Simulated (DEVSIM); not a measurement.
Structure: Co/SiO2/n-Si capacitor, at 300 K.

Layer 1 from the left is SiO2, thickness (nm) 35.0. Layer 2 from the left is Si, thickness (nm) 13000, Nd (cm⁻³) 1.9e15.

Metal gate on the left, work function 5 eV. Fixed charge at the semiconductor interface 0 cm⁻² (in units of +e); interface traps 1.2e11 cm⁻² eV⁻¹, uniform in energy, neutral level at 0.7 of the gap above the valence band.

This is a model device: material constants are rounded textbook-type values typed into the input, and sizes, dopings and lifetimes were drawn at random. Values at 300 K.

SiO2: gap (eV) 9, affinity (eV) 0.9, permittivity 3.9. Si: gap (eV) 1.124, affinity (eV) 4.05, permittivity 11.7, Nc (cm⁻³) 2.86e19, Nv (cm⁻³) 3.1e19.

Model (solved in DEVSIM): 1D Poisson equation in equilibrium, Boltzmann statistics, complete ionisation; no quantum confinement or tunnelling. Metal contacts follow the ideal Schottky-Mott rule: no Fermi-level pinning, no interface dipoles.

What does the simulation give for the flat-band voltage, the threshold voltage (band bending 2φF)?

flat-band voltage 0.72 V; threshold voltage (band bending 2φF) -0.23 V.
